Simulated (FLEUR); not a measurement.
**A self-consistent single point of NiSi₂ (Fm-3m, 3 atoms in the cell) with FLEUR**

Level of theory: PBE, all-electron FLAPW (FLEUR), scalar-relativistic valence run with FLEUR.

This input was run:

Input of the input generator:

```
scf NiSi2
&input film=f /
-0.0000000000 2.6990490000 2.6990490000
2.6990490000 -0.0000000000 2.6990490000
2.6990490000 2.6990490000 -0.0000000000
1.8897261246
1.0 1.0 1.0

3
14 0.2500000000 0.2500000000 0.2500000000
14 0.7500000000 0.7500000000 0.7500000000
28 0.0000000000 0.0000000000 0.0000000000

&comp jspins=1 /
&kpt div1=11 div2=11 div3=11 /
&end /
```

```xml
<?xml version="1.0" encoding="UTF-8" standalone="no"?>
<fleurInput fleurInputVersion="0.39">
   <comment>
      scf NiSi2                                                                                           
   </comment>
   <calculationSetup>
      <cutoffs Kmax="4.0" Gmax="14.0" GmaxXC="14.0" numbands="0"/>
      <scfLoop itmax="80" minDistance="0.00001" maxIterBroyd="99" imix="Anderson" alpha="0.05" precondParam="0.0" spinf="2.0"/>
      <coreElectrons ctail="T" frcor="F" kcrel="0" coretail_lmax="0"/>
      <xcFunctional name="pbe" relativisticCorrections="F"/>
      <magnetism jspins="1"/>
      <soc l_soc="F" theta="0.0" phi="0.0" spav="F"/>
      <expertModes spex="0" secvar="F"/>
      <geometryOptimization l_f="T" forcealpha="1.0" forcemix="BFGS" epsdisp="0.00001" epsforce="0.00001"/>
      <ldaU l_linMix="F" mixParam="0.05" spinf="1.0"/>
   </calculationSetup>
   <cell>
      <bzIntegration valenceElectrons="24.0" mode="hist" fermiSmearingEnergy="0.00499791">
         <kPointListSelection listName="default-1"/>
         <!-- k-points included here -->
         <xi:include xmlns:xi="http://www.w3.org/2001/XInclude" href="kpts.xml"> </xi:include>
      </bzIntegration>
      <!-- symmetry operations included here -->
      <xi:include xmlns:xi="http://www.w3.org/2001/XInclude" href="sym.xml"> </xi:include>
      <bulkLattice scale="1.0">
         <bravaisMatrix>
            <row-1>    0.0000000000000000     5.1004634068755053     5.1004634068755053</row-1>
            <row-2>    5.1004634068755053     0.0000000000000000     5.1004634068755053</row-2>
            <row-3>    5.1004634068755053     5.1004634068755053     0.0000000000000000</row-3>
         </bravaisMatrix>
      </bulkLattice>
   </cell>
   <atomSpecies>
      <species name="Silicon (Si)" element="Si" atomicNumber="14">
         <mtSphere radius="1.59" gridPoints="563" logIncrement="0.02"/>
         <atomicCutoffs lmax="6" lnonsphr="4"/>
         <electronConfig flipSpins="F">
            <coreConfig>(1s1/2) (2s1/2) (2p1/2) (2p3/2)</coreConfig>
            <valenceConfig>(3s1/2) (3p1/2) (3p3/2)</valenceConfig>
            <stateOccupation state="(3p1/2)" spinUp="0.3333333333333" spinDown="0.3333333333333"/>
            <stateOccupation state="(3p3/2)" spinUp="0.6666666666667" spinDown="0.6666666666667"/>
         </electronConfig>
         <energyParameters s="3" p="3" d="3" f="4"/>
      </species>
      <species name="Nickel (Ni)" element="Ni" atomicNumber="28">
         <mtSphere radius="2.45" gridPoints="863" logIncrement="0.014"/>
         <atomicCutoffs lmax="10" lnonsphr="8"/>
         <electronConfig flipSpins="F">
            <coreConfig>(1s1/2) (2s1/2) (2p1/2) (2p3/2) (3s1/2)</coreConfig>
            <valenceConfig>(3p1/2) (3p3/2) (4s1/2) (3d3/2) (3d5/2)</valenceConfig>
            <stateOccupation state="(3d3/2)" spinUp="1.6" spinDown="1.6"/>
            <stateOccupation state="(3d5/2)" spinUp="2.4" spinDown="2.4"/>
         </electronConfig>
         <energyParameters s="4" p="4" d="3" f="4"/>
         <lo type="SCLO" l="1" n="3" eDeriv="0"/>
      </species>
   </atomSpecies>
   <atomGroups>
      <atomGroup species="Silicon (Si)">
         <relPos label="                   1">1.000/4.000 1.000/4.000 1.000/4.000</relPos>
         <relPos label="                   2">-1.000/4.000 -1.000/4.000 -1.000/4.000</relPos>
         <force calculate="T" relaxXYZ="TTT"/>
      </atomGroup>
      <atomGroup species="Nickel (Ni)">
         <relPos label="                   3">.0000000000 .0000000000 .0000000000</relPos>
         <force calculate="T" relaxXYZ="TTT"/>
      </atomGroup>
   </atomGroups>
   <output dos="F" band="F" slice="F">
      <checks vchk="F" cdinf="F"/>
      <bandDOS minEnergy="-.5*Htr" maxEnergy="0.5*Htr" sigma="0.015" storeEVData="T"/>
      <vacuumDOS vacdos="F" integ="F" star="F" nstars="0" locx1="0.0" locy1="0.0" locx2="0.0" locy2="0.0" nstm="0" tworkf="0.0"/>
      <unfoldingBand unfoldBand="F" supercellX="1" supercellY="1" supercellZ="1"/>
      <plotting iplot="0" polar="F">
         <plot TwoD="T" vec1="  1.0  0.0  0.0" vec2="  0.0  1.0  0.0" vec3="  0.0  0.0  1.0" zero="  0.0  0.0  0.0" file="plot"/>
      </plotting>
      <chargeDensitySlicing numkpt="0" minEigenval="0.0" maxEigenval="0.0" nnne="0" pallst="F"/>
      <specialOutput eonly="F"/>
      <magneticCircularDichroism mcd="F" energyLo="-10.0" energyUp="0.0"/>
   </output>
  <!-- We include the file relax.xml here to enable relaxations (see documentation) -->
  <xi:include xmlns:xi="http://www.w3.org/2001/XInclude" href="relax.xml"> <xi:fallback/> </xi:include>
</fleurInput>
```

Output (repeated stretches shortened):

```
      Welcome to FLEUR        (www.flapw.de)
      MaX-Release 8.1          (www.max-centre.eu)

 ========== k-point set info ==========
 Selected k-point list: default-1
 k-point list type: mesh
 11 x 11 x 11
 Number of k points: 56

 ------------Calculation Setup---------------------------
           1           2           4           7           8          14          28          56
 Number of basis functions:          307
 Iteration:     1   Distance:      14.40350140 me/bohr^3
 Iteration:     2   Distance:      10.27460262 me/bohr^3
 Iteration:     3   Distance:       8.19955956 me/bohr^3
 Iteration:     4   Distance:       9.27517831 me/bohr^3
 Iteration:     5   Distance:      14.19587958 me/bohr^3
 Iteration:     6   Distance:       1.53018535 me/bohr^3
   [... 5 lines left out ...]
 Iteration:    12   Distance:       0.00563282 me/bohr^3
 Iteration:    13   Distance:       0.00282577 me/bohr^3
 Iteration:    14   Distance:       0.00034841 me/bohr^3
 Iteration:    15   Distance:       0.00016381 me/bohr^3
 Iteration:    16   Distance:       0.00000317 me/bohr^3

 Run finished successfully
 Stop message:
   Structural relaxation: Done

[file out, last iteration]
             iter=     17
          p o t e n t i a l   g e n e r a t o r
[...]
          integral of pseudo charge density inside the slab=        0.000000   0.000000
     coulomb potential in the interstitial region:
          density-coulomb potential integrals
          total density-coulomb potenti    -3174.7931773174
          density-effective potential integrals for spin  1
          total density-effective poten   -3.3114929137E+03
          charge density-energy density integrals
          total charge density-energy d   -1.0546538514E+02
 Updated energy parameters for spin:           1
  Atom    1 3s branch from -4.53 to  3.48 htr. ; e_l = -0.3053
  Atom    1 3p branch from -2.91 to  3.85 htr. ; e_l = -0.1656
  Atom    1 3d branch from -9.99 to  3.58 htr. ; e_l =  0.0033
  Atom    1 4f branch from -9.99 to  7.43 htr. ; e_l =  0.1650
  Atom    2 4s branch from -3.45 to  1.36 htr. ; e_l =  0.1364
  Atom    2 4p branch from -1.99 to  1.91 htr. ; e_l =  0.2718
  Atom    2 3d branch from -9.99 to  0.35 htr. ; e_l =  0.2605
  Atom    2 4f branch from -9.99 to  3.28 htr. ; e_l =  0.5886
  Atom    2 3p branch from-30.40 to -1.99 htr. ; e_l(l -1.9969
[...]
 fermi energy and band-weighting factors:
at   0.45455   0.45455   0.45455   k-weight:    0.006011
   19 eigenvalues :
   -1.996140   -1.996107   -1.996107   -0.009174    0.039749    0.217974    0.217974    0.259061
    0.271033    0.271033    0.343705    0.343705    0.460377    0.463845    0.463845    0.494371
    0.720635    0.720635    0.745911
   [... 2 blocks of this kind left out ...]

[...]
FERMIE:
          first approx. to ef    (T=0)  :   0.396473 htr   (energy of the highest occ. eigenvalue)
          number of occ. states  (T=0)  :        669
          first approx. to seigv (T=0)  :  -8.181502 htr
          sum of weights of occ. states :  12.010518
          sum of semicore charge        :   0.000000 e
FERHIS:  Fermi-Energy by histogram:
          bandgap                     :   0.000448 htr
          charge neutrality (T=0)     :   0.021037    (zero if the highest occ. eigenvalue is "entirely" occupied)
     EF_NEWTON:  Adjust Fermi-Energy by Newton-Method.
               Number of iterations needed  :   4
               The error in the weight is   :  0.31086E-14
               The error in ef is           : -0.26521E-15 htr
     -->  new fermi energy            :   0.394870 htr
          valence charge              :  24.000000 e
          actual charge blw ef-8kt    :  23.292261 e
          actual charge blw ef+8kt    :  24.000000 e
          number of occ. states       :       708
          sum of the valence weights  :   12.000000
          entropy         :   0.385493 *kb htr/K =   0.00000 htr/K
          sum of val. single particle energies:        -8.1889330978 htr
 Direct bandgap for spin            1 :    1.4280790605905647E-002  Htr
 at k-point           51  with k-vector    9.0909090909090912E-002  0.18181818181818182       0.18181818181818182
          valence density: spin= 1
[...]
     l-like charge
     atom     s        p        d        f        total
 -->  1    0.38786  0.38871  0.04269  0.00181    0.82126
 -->  2    0.62144  6.90283  8.56222  0.03256   16.12526
          total charge for spin  1=   24.000000
          interst. charge =       6.232230
          mt charge=              0.821257   16.125255
          total charge  =   24.000000
          z= 14.     r(1)=  0.208895E-04     dx= 0.020000     m.t.index= 563
               n    l     j    energy       weight
               1.   0.   0.5  -65.0680      2.0000
               2.   0.   0.5   -4.5686      2.0000
               2.   1.   0.5   -2.9691      2.0000
               2.   1.   1.5   -2.9453      4.0000
          atom type    1  (spin 1)
          kinetic energy=  0.285481998649E+03     sum of the eigenvalues= -0.156992718397E+03
          0.02796597  electrons lost from core.
          z= 28.     r(1)=  0.140637E-04     dx= 0.014000     m.t.index= 863
               n    l     j    energy       weight
               1.   0.   0.5 -301.0961      2.0000
               2.   0.   0.5  -35.4456      2.0000
               2.   1.   0.5  -30.8371      2.0000
               2.   1.   1.5  -30.1946      4.0000
               3.   0.   0.5   -3.4517      2.0000
          atom type    2  (spin 1)
          kinetic energy=  0.138656915822E+04     sum of the eigenvalues= -0.862439284816E+03
          0.00022933  electrons lost from core.
          total charge for spin  1=   56.000000
          interst. charge =       6.287778
          mt charge=             10.793284   28.125654
          total charge  =   56.000000
          zc=    56.000000     qfix=    1.000000
     t o t a l  e n e r g y
          sum of eigenvalues =             -1184.6136547074
          density-coulomb potential int    -3174.7931773174
          density-effective potential i    -3311.4929136547
          charge density-ex.-corr.energ     -105.4653851360
          el.-nucl. inter. diff. m.t.        674.1632361834
          Madelung term for atom type:       -25.5424565275
          el.-nucl. inter. diff. m.t.       1831.6242767892
          Madelung term for atom type:        -3.6267120294
 ---->    total energy=                    -2100.9393963768 htr
 ---->    (input%tkb*entropy) TS=              0.0019266599 htr
 ---->    free energy=                     -2100.9413230367 htr
      extrapolation for T->0
 ---->    total electron energy=           -2100.9403597068 htr
 ***** TOTAL FORCES ON ATOMS *****
 TOTAL FORCE FOR ATOM TYPE=  1  X=  2.550   Y=  2.550   Z=  2.550
                       FX_TOT= 0.000000 FY_TOT= 0.000000 FZ_TOT= 0.000000
 TOTAL FORCE FOR ATOM TYPE=  2  X=  0.000   Y=  0.000   Z=  0.000
                       FX_TOT= 0.000000 FY_TOT= 0.000000 FZ_TOT= 0.000000
 Structural relaxation: Done
```

The run converged in 16 iterations. FLEUR gives forces in its relaxation mode, with a further iteration, so its stop message speaks of a relaxation.

The starting cell has typed, rounded lattice constants, without a prior relaxation at this level. Its lattice was rescaled by a random factor within 2.5 % of one. Spin polarisation is off. Values depend on the basis (sphere radii, cutoffs, local orbitals), which need not be converged. The log's line on a gap gives a spacing of levels on this mesh, which the program prints for metals too.

Cost on one core of a shared machine: roughly 2 min.
